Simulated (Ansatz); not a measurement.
Take MoP in the CsCl type structure (space group Pm-3m, No. 221; a = 3.004 Å; a hypothetical phase, not in the database extracts checked; relaxed with 0.1 eV smearing) as the base. Axes: x, y, z lie along the cube axes.

(Cell as relaxed with PBE.)

Levels (all Ansatz, an electronic-structure program, PAW): PBE (420 eV, spin-orbit coupling left out); PBEsol (420 eV, no spin-orbit coupling).

Each level relaxes its own structure.

| base | PBE | PBEsol |
|---|---|---|
| volume per atom | 13.55 Å³ | 13.17 Å³ |
| lattice parameter a | 3.004 Å | 2.975 Å |
| band gap | zero | zero |

The change: the cell is compressed by 1.16 % along y with no lateral relaxation; the atoms relax in the strained cell.

| quantity | PBE | PBEsol |
|---|---|---|
| shortest interatomic distance | 2.591 Å | 2.567 Å |
| pressure (mean of the normal stresses, compression positive) | 2.8 GPa | 3.1 GPa |
| energy relative to the base (free energy F) | +2.6 meV/atom | +2.7 meV/atom |

PBE's shortest interatomic distance lies 0.0248 Å above PBEsol's (1.0 %); PBE's pressure lies 0.3 GPa below PBEsol's. Neither level is exact; PBEsol is the comparison here, not a measurement.

No phonon test of stability was made. The final runs are not spin-polarised. An odd electron count without spin: MoP.
